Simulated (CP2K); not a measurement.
CP2K run on Pd (Fm-3m, 1 atom in the cell): self-consistent single point.

Method: PBE, GPW, DZVP-MOLOPT-SR-GTH basis, GTH-PBE potentials (GTH_POTENTIALS) in CP2K.

```
CELL_PARAMETERS angstrom
      2.75890     0.00000     0.00000
      1.37945     2.38928     0.00000
      1.37945     0.79643     2.25263
ATOMIC_POSITIONS crystal
  Pd 0.00000 0.00000 0.00000
```

Reference input (self-consistent single point, DFT PBE, GPW, DZVP-MOLOPT-SR-GTH basis, GTH-PBE potentials (GTH_POTENTIALS)): CUTOFF = 500 Ry; REL_CUTOFF = 50 Ry; SMEAR/METHOD = FERMI_DIRAC; ELECTRONIC_TEMPERATURE = 1160.45 K; KPOINTS/SCHEME = MONKHORST-PACK 7 7 7; XC_FUNCTIONAL = PBE; Pd/BASIS_SET = DZVP-MOLOPT-SR-GTH-q18; Pd/POTENTIAL = GTH-PBE-q18; METHOD = GPW; EPS_DEFAULT = 1e-10; NGRIDS = 5; SCF_GUESS = ATOMIC. This run's input differs from it in these lines:

```diff
@@ -35,4 +35,4 @@
       &SMEAR ON
-        METHOD FERMI_DIRAC
-        ELECTRONIC_TEMPERATURE [K] 1160.45
+        METHOD GAUSSIAN
+        SIGMA [eV] 1
       &END SMEAR
@@ -40,3 +40,4 @@
     &KPOINTS
-      SCHEME MONKHORST-PACK 7 7 7
+      SCHEME MONKHORST-PACK 12 12 12
+      GAMMA_CENTERED T
     &END KPOINTS
```

Log, with long lists cut:

```
 SCF WAVEFUNCTION OPTIMIZATION

  Step     Update method      Time    Convergence         Total energy    Change
     1 NoMix/Diag. 0.30E+00      -     0.34099070      -127.4452231743 -1.27E+02
     2 Broy./Diag. 0.30E+00      -     0.07622395      -129.6250087690 -2.18E+00
     3 Broy./Diag. 0.30E+00      -     0.11698465      -128.3074643399  1.32E+00
     4 Broy./Diag. 0.30E+00      -     0.00647509      -127.2293524838  1.08E+00
     5 Broy./Diag. 0.30E+00      -     0.00417713      -127.3067262261 -7.74E-02
     6 Broy./Diag. 0.30E+00      -     0.00053362      -127.2702954970  3.64E-02
   [... 2 lines left out ...]
     9 Broy./Diag. 0.30E+00      -     0.00003515      -127.2674768676 -5.47E-04
    10 Broy./Diag. 0.30E+00      -     0.00000531      -127.2671793156  2.98E-04
    11 Broy./Diag. 0.30E+00      -     0.00000158      -127.2672225207 -4.32E-05
    12 Broy./Diag. 0.30E+00      -     0.00000029      -127.2672086957  1.38E-05
  *** SCF run converged in    12 steps ***

  Overlap energy of the core charge distribution:               0.00000000000000
  Self energy of the core charge distribution:               -222.92368910911350
  Core Hamiltonian energy:                                     52.84241797389365
  Hartree energy:                                              55.46757370493832
  Exchange-correlation energy:                                -12.63411398039044
  Smearing free energy correction:                             -0.01939729260238
  Fermi energy:                                                 0.55219619182298

  Total energy:                                              -127.26720869571852
  Total energy (extrapolated to sigma->0):                   -127.25751004941733

                     Mulliken Population Analysis

   [... lines left out ...]

 STRESS| Analytical stress tensor [bar]
 STRESS|                        x                   y                   z
 STRESS|      x        1.03811174172E+05  -7.37145030882E-01  -5.21240145925E-01
 STRESS|      y       -7.37145030882E-01   1.03811693163E+05  -1.94352628185E-01
 STRESS|      z       -5.21240145925E-01  -1.94352628185E-01   1.03811880981E+05
 STRESS| 1/3 Trace                                             1.03811582772E+05
```

The run converged in 12 iterations. Against the reference run the free energy falls by 290 meV/atom and the pressure goes from 8.54 to 10.38 GPa.

The starting cell has typed, rounded lattice constants, without a prior relaxation at this level. Its lattice was rescaled by up to half a per cent. Spin polarisation is off. Values carry the incompleteness of an atom-centred basis. With a pressure of about 10 GPa the cell is away from its equilibrium volume at this level.

Cost on one core of a shared machine: roughly 2 min.
